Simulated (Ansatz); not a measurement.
## Competing hops of O vacancy in corundum, neutral cell

System: O vacancy in corundum (neutral cell). Calculation: PBE, PAW (plane waves to 420 eV; Ansatz, a program for electronic structure).

270-site cell at the relaxed PBE lattice, the Γ point alone, smearing 0.01 eV, spin-restricted, no finite-size correction. No zero-point or tunnelling terms. The charge state is imposed; whether it is stable for some Fermi level was not computed. Forms of the defect that were not tried may lie lower.

Barriers: single points on a 2×2×2 k-point mesh shifted by half a step along c at the bands' geometries.

```csv
Route,Start site over the lowest site run (eV),Hop (Å),Forward barrier (eV),Backward barrier (eV),Neighbours at the start,Neighbours at the saddle,Saddle order,"Forward, on the band's own sampling (eV)"
a nearby O atom hops onto the vacant site,0.00,2.52,3.59,3.59,"Al at 1.88, Al at 1.89, 2 Al at 1.98 Å","2 Al at 1.80, Al at 2.07, Al at 2.08 Å","not checked, on a symmetry element",3.55
a nearby O atom hops onto the vacant site,0.00,2.74,4.11,4.11,"2 Al at 1.87, Al at 1.99, Al at 2.01 Å","Al at 1.78, Al at 2.04, Al at 2.08 Å",not checked,4.07
```

Paths come from climbing-image nudged elastic band runs. Of the routes that converged and passed our checks, the lowest saddle point lies 3.59 eV above the lowest of the sites run (a nearby O atom hops onto the vacant site); other sites, such as split forms, and other routes may lie lower. A band can be held on a symmetry element, so unchecked saddle points there may be too high.
